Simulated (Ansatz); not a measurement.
The reference is BAs (space group P6_422, No. 181; a hypothetical phase, not in the database extracts checked).

Space group P6₄22 (No. 181); a = b = 3.4587 Å, c = 7.4818 Å, α = β = 90.00°, γ = 120.00°

```tsv
atom	site	symmetry	x	y	z
B	3c	222	0.5000	0.0000	0.0000
As	3d	222	0.5000	0.0000	0.5000
```

Calculations: DFT with PBE, PAW potentials and a 420 eV plane-wave cutoff in Ansatz (a program for electronic structure), spin-orbit coupling left out.

One change was made to it. Results:

```csv
quantity,base,after
density,5.51 g/cm³,5.57 g/cm³
"valence-band top at Γ (three highest levels, from the VBM)","0.00, -0.92, -1.18 eV","0.00, -0.92, -1.19 eV"
band gap,0.48 eV,0.45 eV
```

**Question.** Which of these changes matches the shifts?
A. pressure 0.3 GPa
B. pressure 7.5 GPa
C. pressure 1.5 GPa

**Answer.** C, pressure 1.5 GPa. For comparison, the valence-band top at Γ in the other runs: pressure 0.3 GPa gives 0.00, -0.92, -1.18 eV; pressure 7.5 GPa gives 0.00, -0.95, -1.25 eV.

Load acts through the strain it causes; cell and atoms are relaxed under it. Stability against distortions was not tested. No other phases were tried under pressure. The base started in P3_121 and relaxed to P6_422 at this level.
